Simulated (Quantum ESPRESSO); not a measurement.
Input and output of a self-consistent single point for Sb3O4F (P2/c, 16 atoms in the cell) (Quantum ESPRESSO).

Method of the run: PBEsol, GBRV 1.5 ultrasoft (PBESOL) pseudopotentials (plane waves; Quantum ESPRESSO 7.5).

```
CELL_PARAMETERS angstrom
      9.46994     0.00000     0.00000
      0.00000     5.36742     0.00000
     -0.23892     0.00000     5.66523
ATOMIC_POSITIONS crystal
  Sb 0.80996 0.29348 0.18016
  Sb 0.19004 0.70652 0.81984
  Sb 0.19004 0.29348 0.31984
  Sb 0.80996 0.70652 0.68016
  Sb 0.50000 0.82418 0.25000
  Sb 0.50000 0.17582 0.75000
  O  0.72592 0.45629 0.45653
  O  0.27408 0.54371 0.54347
  O  0.27408 0.45629 0.04347
  O  0.72592 0.54371 0.95653
  O  0.62068 0.09037 0.09359
  O  0.37932 0.90963 0.90641
  O  0.37932 0.09037 0.40641
  O  0.62068 0.90963 0.59359
  F  0.00000 0.57512 0.25000
  F  0.00000 0.42488 0.75000
```

Reference input (self-consistent single point, DFT, PBEsol, plane waves, GBRV 1.5 ultrasoft (PBESOL) pseudopotentials): ecutwfc = 40 Ry; ecutrho = 200 Ry; occupations = fixed; potentials = {Sb: sb_pbesol_v1.4.uspp.F.UPF, O: o_pbesol_v1.2.uspp.F.UPF, F: f_pbesol_v1.4.uspp.F.UPF}; K_POINTS = automatic 2 5 4 0 0 0; nbnd = 84; conv_thr = 1e-11 Ry. This run's input differs from it in these lines:

```diff
@@ -45,3 +45,3 @@
 K_POINTS automatic
-2 5 4  0 0 0
+3 5 5  0 0 0
```

Output (repeated stretches shortened):

```
     Self-consistent Calculation

     iteration #  1     ecut=    40.00 Ry     beta= 0.70

     total energy              =   -1460.76987743 Ry
     estimated scf accuracy    <       4.40225431 Ry

     iteration #  2     ecut=    40.00 Ry     beta= 0.70

     total energy              =   -1460.83616829 Ry
     estimated scf accuracy    <       7.15717279 Ry

     iteration #  3     ecut=    40.00 Ry     beta= 0.70

     total energy              =   -1462.45797770 Ry
     estimated scf accuracy    <       1.21312957 Ry

   [... 11 blocks of this kind left out ...]

     iteration # 15     ecut=    40.00 Ry     beta= 0.70

     total energy              =   -1462.67614084 Ry
     estimated scf accuracy    <          1.2E-11 Ry

     iteration # 16     ecut=    40.00 Ry     beta= 0.70
     End of self-consistent calculation

     highest occupied, lowest unoccupied level (ev):     6.1902    8.8968

!    total energy              =   -1462.67614084 Ry
     estimated scf accuracy    <          5.6E-13 Ry

     convergence has been achieved in  16 iterations

     Forces acting on atoms (cartesian axes, Ry/au):

     atom    1 type  1   force =    -0.00562837    0.00917751   -0.00079629
     atom    2 type  1   force =     0.00562837   -0.00917751    0.00079629
     atom    3 type  1   force =     0.00562837    0.00917751    0.00079629
     atom    4 type  1   force =    -0.00562837   -0.00917751   -0.00079629
     atom    5 type  1   force =     0.00000000    0.00590958    0.00000000
     atom    6 type  1   force =     0.00000000   -0.00590958    0.00000000
   [... lines left out ...]

     Total force =     0.026777     Total SCF correction =     0.000004

          total   stress  (Ry/bohr**3)                   (kbar)     P=      -29.70
  -0.00020015   0.00000000   0.00000781          -29.44        0.00        1.15
   0.00000000  -0.00019370   0.00000000            0.00      -28.49        0.00
   0.00000781   0.00000000  -0.00021183            1.15        0.00      -31.16

   JOB DONE.
```

The run converged in 16 iterations. Against the reference run the free energy hardly moves (within 1 meV/atom), the pressure stays at -2.97 GPa, the largest force stays at 0.278 eV/Å and the gap on the mesh goes from 2.619 to 2.707 eV.

The starting cell comes from a database of computed structures (which also holds hypothetical and non-ambient phases and stackings), without a prior relaxation at this level. Spin-orbit coupling is off. Another mesh or the band path of this cell gives a smaller gap, so this value is not converged in the mesh.

Cost on one core of a shared machine: roughly 10 min.
